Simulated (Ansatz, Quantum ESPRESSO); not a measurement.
**One structure in several programs: Zr (P6_3/mmc, 2 atoms in the cell)**

Zone-centre phonon calculation.

```
Zr
1.0
    3.20911     0.00000     0.00000
   -1.60455     2.77917     0.00000
    0.00000     0.00000     5.12412
Zr
2
Direct
  0.33333   0.66667   0.25000
  0.66667   0.33333   0.75000
```

Shared settings, as Ansatz (an electronic-structure program) writes them: kpoints.mp_grid.grid = 16 16 9; scf.occupations.method = gaussian; scf.occupations.width = 0.136 eV. Potentials and cutoffs stand in the table.

```csv
code,model,highest zone-centre frequency (cm⁻¹),cutoff
Quantum ESPRESSO,"LDA (PZ), GBRV 1.5 ultrasoft (LDA) pseudopotentials",149,40 Ry
Ansatz,"LDA (PW92), PAW files made with PBE",149,420 eV
```

The spread over the programs that give each value: highest zone-centre frequency within 0.0 cm⁻¹.

The same LDA comes in different parametrisations, which differ slightly.

The starting cell comes from a database of computed structures (which also holds hypothetical and non-ambient phases and stackings), without a prior relaxation at this level. Its lattice was rescaled by a random factor within 2.5 % of one.

Keys are those of Ansatz 0.2.
